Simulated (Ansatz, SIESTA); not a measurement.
**One structure in several programs: VOs (Cm, 2 atoms in the cell)**

Self-consistent single point, at a second geometry (atoms moved at random). First geometry:

```xyz
2
Lattice="2.9427 0.0000 0.0000 0.0000 2.9427 0.0000 0.0000 0.0000 2.9427" Properties=species:S:1:pos:R:3 pbc="T T T"
V      0.0000     0.0000     0.0000
Os     1.4713     1.4713     1.4713
```
Moments meant for the start (each program seeds them in its own way; μB, in the order of the atoms V Os): 2.0 0.0.

Second geometry:
```xyz
2
Lattice="2.9427 0.0000 0.0000 0.0000 2.9427 0.0000 0.0000 0.0000 2.9427" Properties=species:S:1:pos:R:3 pbc="T T T"
V      0.0209    -0.0209    -0.0281
Os     1.4504     1.4922     1.4994
```
Moments meant for the start (each program seeds them in its own way; μB, in the order of the atoms V Os): 2.0 0.0.

Shared settings, as Ansatz (an electronic-structure program) writes them: kpoints.mp_grid.grid = 9 9 9; scf.occupations.method = fermi_dirac; scf.occupations.width = 0.1 eV. Potentials and cutoffs stand in the table.

```
code                                                                                                                            model  ΔF from the first geometry (meV/atom)  pressure (GPa)  largest force (eV/Å)       cutoff
------  -----------------------------------------------------------------------------------------------------------------------------  -------------------------------------  --------------  --------------------  -----------
SIESTA  GGA PBEsol, numerical atomic orbitals DZP, PseudoDojo PBEsol standard norm-conserving potentials (rewritten from UPF to PSML)                                    8.8           17.24                 0.460  grid 400 Ry
Ansatz                                                                                                PBEsol, PAW files made with PBE                                    7.0           16.87                 0.360      default
```

Size of the force on each atom (eV/Å): Sizes of forces hide their directions.

```
code       V1    Os2
------  -----  -----
SIESTA  0.446  0.460
Ansatz  0.360  0.360
```

On Ansatz's run: spin-orbit coupling is off. The starting moments vanished: the run ended non-magnetic, which need not be the lowest state. The program warned that a starting moment was not kept.

The spread over the programs that give each value: ΔF from the first geometry within 1.8 meV/atom; pressure within 0.37 GPa; largest force within 0.100 eV/Å.

SIESTA uses small atom-centred bases, whose incompleteness enters pressures, forces and empty levels differently from a plane-wave cutoff. Ansatz's pressure is given at a fixed set of plane waves, as the other plane-wave codes print theirs; with its correction for the finite basis it is 17.07 GPa (the shift of 0.21 GPa shows how far the cutoff is from converged).

The starting cell comes from a database of computed structures (which also holds hypothetical and non-ambient phases and stackings), without a prior relaxation at this level. Its lattice was rescaled by a random factor within 2.5 % of one. For this run, on top of that: atoms moved at random.

Keys are those of Ansatz 0.2.
